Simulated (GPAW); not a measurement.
**A self-consistent single point of ZnS (P6_3mc, 8 atoms in the cell) with GPAW**

Method of the run: PBE, GPAW PAW datasets PBE (gpaw-data 1.0.1) (plane waves; GPAW).

Input as run:

```python
from ase import Atoms
from ase.units import GPa
from gpaw import GPAW, PW

atoms = Atoms(['Zn', 'Zn', 'Zn', 'Zn', 'S', 'S', 'S', 'S'],
              cell=[[3.808950, 0.000000, 0.000000],
                    [-1.904475, 3.298647, 0.000000],
                    [0.000000, 0.000000, 12.452600]],
              scaled_positions=[[0.666667, 0.333333, 0.749930],
                                [0.333333, 0.666667, 0.249930],
                                [0.000000, 0.000000, 0.500000],
                                [0.000000, 0.000000, 0.000000],
                                [0.666667, 0.333333, 0.937730],
                                [0.333333, 0.666667, 0.437730],
                                [0.000000, 0.000000, 0.687340],
                                [0.000000, 0.000000, 0.187340]],
              pbc=True)

calc = GPAW(mode=PW(800),
            xc='PBE',
            kpts={'size': (7, 7, 2), 'gamma': True},
            occupations={'name': 'fixed-uniform'},
            nbands=-6,
            convergence={'forces': 0.001, 'bands': -4},
            symmetry={'symmorphic': False, 'tolerance': 0.0005},
            maxiter=120,
            txt='-')

atoms.calc = calc

energy = atoms.get_potential_energy()
print('Energy (eV):', round(energy, 6))
forces = atoms.get_forces()
print('Forces (eV/Ang):')
print(forces.round(5))
stress = atoms.get_stress()
print('Stress (GPa, Voigt):', (stress / GPa).round(4))
```

Output (repeated stretches shortened):

```
Input parameters:
  convergence: {bands: -4,
                forces: 0.001}
  kpts: {gamma: True,
         size: (7, 7, 2)}
  maxiter: 120
  mode: {ecut: 800.0,
         name: pw}
  nbands: -6
  occupations: {name: fixed-uniform}
  symmetry: {symmorphic: False,
             tolerance: 0.0005}
  xc: PBE

species:
  Zn:
    name: Zinc
    Z: 30.0
    valence: 12
    core: 18
    charge: 0.0
    file: Zn.PBE.gz

    # Using partial waves for Zn as LCAO basis

  S:
    name: Sulfur
    Z: 16.0
    valence: 6
    core: 10
    charge: 0.0
    file: S.PBE.gz

    # Using partial waves for S as LCAO basis

Reference energy: -238875.786202  # eV

Spin-paired calculation

Convergence criteria:
 Maximum [total energy] change in last 3 cyles: 0.0005 eV / valence electron
 Maximum integral of absolute [dens]ity change: 0.0001 electrons / valence electron
 Maximum integral of absolute [eigenst]ate change: 4e-08 eV^2 / valence electron
 Maximum change in the atomic [forces] across last 2 cycles: 0.001 eV/Ang OR
Maximum error relative to the maximum force is below inf
 Maximum number of scf [iter]ations: 120

Symmetries present (total): 12
Symmetries with fractional translations: 6
98 k-points: 7 x 7 x 2 Monkhorst-Pack grid + [0.000000,0.000000,1/4]
16 k-points in the irreducible part of the Brillouin zone
       k-points in crystal coordinates                weights
   0:     0.00000000    0.00000000    0.00000000          1/98
   1:     0.00000000    0.00000000    0.50000000          1/98
   2:     0.14285714    0.00000000    0.00000000          6/98
   [... 7 lines left out ...]
          ...
  15:     0.42857143    0.42857143    0.50000000          6/98

Wave functions: Plane wave expansion
  Cutoff energy: 800.000 eV
  Number of coefficients (min, max): 8013, 8074
  Pulay-stress correction: 0.000000 eV/Ang^3 (de/decut=0.000000)

Occupation numbers: # Uniform distribution of occupation numbers

Eigensolver

Densities:
  Coarse grid: 25*25*84 grid
  Fine grid: 50*50*168 grid
  Total Charge: 0.000000

Density mixing:
  Method: separate
  Backend: pulay
  Linear mixing parameter: 0.05
  old densities: 5
  Damping of long wavelength oscillations: 50

Hamiltonian:
  XC and Coulomb potentials evaluated on a 50*50*168 grid
  External potential:
    NoExternalPotential

XC parameters: PBE with 2 nearest neighbor stencil

Number of atoms: 8
Number of atomic orbitals: 52
Number of bands in calculation: 42
Number of valence electrons: 72
Bands to converge: 38

Density initialized from atomic densities
  42 bands from LCAO basis set

Atomic positions and initial magnetic moments

Positions:
   0 Zn     1.904477    1.099548    9.338578    ( 0.0000,  0.0000,  0.0000)
   1 Zn    -0.000002    2.199099    3.112278    ( 0.0000,  0.0000,  0.0000)
   2 Zn     0.000000    0.000000    6.226300    ( 0.0000,  0.0000,  0.0000)
   3 Zn     0.000000    0.000000    0.000000    ( 0.0000,  0.0000,  0.0000)
   4 S      1.904477    1.099548   11.677177    ( 0.0000,  0.0000,  0.0000)
   5 S     -0.000002    2.199099    5.450877    ( 0.0000,  0.0000,  0.0000)
   6 S      0.000000    0.000000    8.559170    ( 0.0000,  0.0000,  0.0000)
   7 S      0.000000    0.000000    2.332870    ( 0.0000,  0.0000,  0.0000)

Unit cell:
           periodic     x           y           z      points  spacing
  1. axis:    yes    3.808950    0.000000    0.000000    25     0.1319
  2. axis:    yes   -1.904475    3.298647    0.000000    25     0.1319
  3. axis:    yes    0.000000    0.000000   12.452600    84     0.1482

  Lengths:   3.808950   3.808950  12.452600
  Angles:   90.000000  90.000000 120.000003

Effective grid spacing dv^(1/3) = 0.1439

     iter     time        total  log10-change:
                         energy   eigst   dens  force
iter:   1 --:--:--   -28.137615   +0.76
iter:   2 --:--:--   -28.436630   +0.38  -1.17
iter:   3 --:--:--   -27.780684   -0.36  -1.20
iter:   4 --:--:--   -27.668832   -1.01  -1.40
iter:   5 --:--:--   -27.726769   -1.62  -1.60
iter:   6 --:--:--   -27.689731   -1.91  -2.15
iter:   7 --:--:--   -27.713534   -2.46  -2.67
iter:   8 --:--:--   -27.683162c  -2.15  -2.51
iter:   9 --:--:--   -27.684748c  -2.95  -2.69
iter:  10 --:--:--   -27.687586c  -3.18  -2.54
iter:  11 --:--:--   -27.685522c  -3.68  -2.72
iter:  12 --:--:--   -27.687646c  -4.24  -3.00
iter:  13 --:--:--   -27.687877c  -4.62  -2.93
   [... 13 lines left out ...]
iter:  27 --:--:--   -27.680317c  -5.43  -3.81
iter:  28 --:--:--   -27.680327c  -6.14  -3.85
iter:  29 --:--:--   -27.680312c  -6.33  -3.87
iter:  30 --:--:--   -27.680392c  -5.24  -3.93
iter:  31 --:--:--   -27.680317c  -5.35  -3.94
iter:  32 --:--:--   -27.680317c  -6.43  -4.37c
iter:  33 --:--:--   -27.680323c  -6.65  -4.46c
iter:  34 --:--:--   -27.680317c  -6.25  -4.47c
iter:  35 --:--:--   -27.680317c  -7.34  -4.80c
iter:  36 --:--:--   -27.680317c  -7.71c -4.88c
iter:  37 --:--:--   -27.680316c  -7.18  -4.92c
iter:  38 --:--:--   -27.680319c  -6.64  -5.04c
iter:  39 --:--:--   -27.680317c  -7.01  -4.64c
iter:  40 --:--:--   -27.680317c  -7.40  -5.12c
iter:  41 --:--:--   -27.680317c  -8.35c -5.30c -2.80
iter:  42 --:--:--   -27.680317c  -8.39c -5.31c -3.30c

Converged after 42 iterations.

Dipole moment: (0.000000, -0.000000, 7.004914) |e|*Ang

Energy contributions relative to reference atoms: (reference = -238875.786202)

Kinetic:        +45.950623
Potential:      -38.879870
External:        +0.000000
XC:             -35.067276
Entropy (-ST):   +0.000000
Local:           +0.316206
SIC:             +0.000000
--------------------------
Free energy:    -27.680317
Extrapolated:   -27.680317

Showing only first 2 kpts
 Kpt  Band  Eigenvalues  Occupancy
  0    34      3.85417    2.00000
  0    35      3.85418    2.00000
  0    36      6.03344    0.00000
  0    37      7.05365    0.00000

  1    34      3.70791    2.00000
  1    35      3.70791    2.00000
  1    36      6.88204    0.00000
  1    37      6.88204    0.00000

Fermi level: 4.94381

Gap: 2.179 eV
Transition (v -> c):
  (s=0, k=0, n=35, [0.00, 0.00, 0.00]) -> (s=0, k=0, n=36, [0.00, 0.00, 0.00])
No difference between direct/indirect transitions
Energy (eV): -27.680317

Forces in eV/Ang:
  0 Zn    0.00000   -0.00000    0.01245
  1 Zn   -0.00000    0.00000    0.01245
  2 Zn    0.00000   -0.00000    0.00850
  3 Zn   -0.00000    0.00000    0.00850
  4 S     0.00000   -0.00000   -0.01371
  5 S     0.00000    0.00000   -0.01371
  6 S    -0.00000   -0.00000   -0.00710
  7 S    -0.00000   -0.00000   -0.00710

Stress tensor:
    -0.014634     0.000000    -0.000000
     0.000000    -0.014634     0.000000
    -0.000000     0.000000    -0.015023
Stress (GPa, Voigt): [-2.3446 -2.3446 -2.407   0.     -0.      0.    ]
```

The run converged in 42 iterations. GPAW prints stress with tension positive.

The starting cell comes from a database of computed structures (which also holds hypothetical and non-ambient phases and stackings), without a prior relaxation at this level.

Cost on one core of a shared machine: roughly 5 min.
